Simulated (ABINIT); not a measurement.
# Equation of state of wurtzite AlN (space group 186): energy against volume (ABINIT, LDA)

```xyz
4
Lattice="2.9890 0.0000 0.0000 -1.4945 2.5886 0.0000 0.0000 0.0000 4.7863" Properties=species:S:1:pos:R:3 pbc="T T T"
Al     0.0000     1.7257     0.0000
Al     1.4945     0.8629     2.3932
N      0.0000     1.7257     1.8284
N      1.4945     0.8629     4.2215
```

Method of the run: LDA (PW92), norm-conserving pseudopotentials (PseudoDojo nc-sr-04 LDA standard) (plane waves; ABINIT 10.0.3). Settings: pseudos = [Al.upf, N.upf]; ecut = 1497 eV; occopt = 3; tsmear = 0.00036749 Ha; ngkpt = 12 12 7; nshiftk = 1; shiftk = 0 0 0; potentials = PseudoDojo nc-sr-04 LDA standard; nband = 13; kptopt = 1; nstep = 80; tolvrs = 1e-10. The cell above is the first row's. The rows scale it uniformly. In all rows fractional positions and the k mesh are held. E is the free energy at the stated smearing, counted from the lowest row.

| V (Å^3/atom) | E (meV/atom) |
|---|---|
| 9.258 | ? |
| 9.460 | 33.88 |
| 9.661 | 16.15 |
| 9.862 | 5.06 |
| 10.063 | 0.00 |
| 10.265 | 0.41 |
| 10.466 | 5.79 |
| 10.667 | 15.69 |
| 10.869 | 29.68 |

The 8 complete rows are fitted with the third-order Birch-Murnaghan form, a cubic in V^(-2/3), E against V. With u = V^(-2/3) - 0.213, the rows have u = 0.010566, 0.007454, 0.004449, 0.001543, -0.001281, -0.004000, -0.006634, -0.009199. Least squares gives E = -0.423 - 234.81·u + 329955·u² - 40744·u³. Residuals (row less fit): -0.004, 0.007, 0.000, 0.000, -0.009, -0.008, 0.022, -0.010; standard error 0.014 (degrees of freedom: 4). Its minimum lies at u = 0.000356, so V0 = (0.213356)^(-3/2) = 10.15. There d²E/du² = 659800 and d³E/du³ = -244500, so B0 = (4/9) × 10.15^(-7/3) × 659800 × 0.160218 = 211 GPa (the last factor turns the table's units into GPa), and B0' = 4 + (2/3) × 0.213356 × (-244500)/659800 = 3.9. The program's pressures in the fitted runs (not shown) pass through zero at V = 10.15, 0.01 % from this V0.

### Question
What does the fit predict for E at V = 9.258, and how far is the calculated value from it?

### Answer
u = 0.013806, so E = -0.423 - 234.81 × 0.013806 + 329955 × 0.013806² - 40744 × 0.013806³ = 59.119 meV/atom. The calculation gives 58.92 meV/atom, 0.199 meV/atom below the prediction (0.3 % of the range of E in the table). The row lies outside the fitted rows, so this is an extrapolation. From the scatter of the fitted rows alone, a prediction at this place has a standard error of 0.042 meV/atom, so the miss is 4.7 times that.

Carrying the step between the two nearest rows on in a straight line would have given 51.70, off by 7.22; series whose last step already gives the withheld value aren't shown. The scan was laid around a cell of about the measured size, scaled by a guess for this functional; axis ratios and inner coordinates come from that cell. The runs keep the symmetry of the cell, so they don't test it for distortions. The shape of the cell and the inner coordinates aren't relaxed, so V0 and B0 belong to this uniform scaling; a relaxed crystal lies no higher in energy and is usually softer (forces reach 0.03 eV/Å in these rows). Cutoffs and mesh are single choices, not tested for convergence of this quantity. Series with a scatter that would blur these digits, or in which a gap closes, are not shown. Nor are scans whose minimum lies at an end fitted in this form.

Terms beyond the fitted order, or numerical noise in single rows, can give a miss of this size; the table doesn't tell which.
